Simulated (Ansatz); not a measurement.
Functionals compared on the (210) surface of bcc Rb in its 1x1 cell, outermost plane spacing 1.27 Å in the ideal cut, in Ansatz (plane waves, PAW). The structure was relaxed with PBE; the other rows are single points on it, each with its references at the same level. Cutoff 420 eV (500 eV for r2SCAN).

Set-up: 9 atoms, 10.1 Å thick at the start (thin: gaps and levels are the slab's own); mesh 7x3x1; 0.1 eV smearing; dipole correction on; all atoms relaxed; held to the start's symmetry, so lower structures may exist; no spin, no spin-orbit, no U. These notes are the PBE run's.

```
functional  surface energy (J/m²)  work function of the top face (eV)  rough cost of the single point
----------  ---------------------  ----------------------------------  ------------------------------
PBE                          0.09                                2.22                               –
LDA                          0.11                                2.36         roughly 60 core-seconds
PBEsol                       0.10                                2.23    very roughly 60 core-seconds
RPBE                         0.07                                2.14         roughly 60 core-seconds
r2SCAN                        [?]                                 [?]        roughly 2.5 core-minutes
```

Task: Fill in the missing entries.

Result: 
- r2SCAN, surface energy (J/m²): 0.10
- r2SCAN, work function of the top face (eV): 2.19

Ansatz is a program for electronic structure.
